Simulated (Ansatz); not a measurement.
Start from SiO₂ in the rutile structure (space group P4_2/mnm, No. 136).

SiO2 is taken in the tetragonal space group P4₂/mnm (No. 136), the rutile structure, Pearson symbol tP6. Lattice parameters: a = b = 4.1852 Å, c = 2.6688 Å, α = β = γ = 90.00°. Si on 2a has 6 O at 1.760–1.812 Å (octahedral). O on 4f is coordinated by 3 Si at 1.760–1.812 Å (trigonal planar). (Neighbours: up to the widest gap in distance over summed covalent radii, below 1.35, at either atom.)

Computed with r2SCAN (Ansatz, a program for electronic structure; PAW; 500 eV plane waves; spin-orbit coupling left out).

For the base:

- Valence-band top at Γ: 0.00, -0.88, -0.88 eV
- Band gap: 6.51 eV
- Electron mass: 0.38 mₑ along c, 0.48 mₑ across (at Γ)
- Shortest interatomic distance: 1.760 Å

One thing is altered: a hydrostatic pressure of 15 GPa.

What does the calculation give for the valence-band top at Γ, band gap, electron mass and shortest interatomic distance after the change?

The valence-band top at Γ (three highest levels, from the VBM) becomes 0.00, -0.92, -0.92 eV (base: 0.00, -0.88, -0.88 eV); the band gap increases by 0.745 eV (6.51 eV → 7.26 eV); the electron mass changes from 0.38 mₑ along c, 0.48 mₑ across (at Γ) to 0.39 mₑ along c, 0.52 mₑ across (at Γ); the shortest interatomic distance falls by 0.016 Å, from 1.760 Å to 1.744 Å.

Load acts through the strain it causes; cell and atoms are relaxed under it. Masses are band curvatures over ±0.01 Å⁻¹ around the edge. Stability against distortions was not tested. No other phases were tried under pressure.
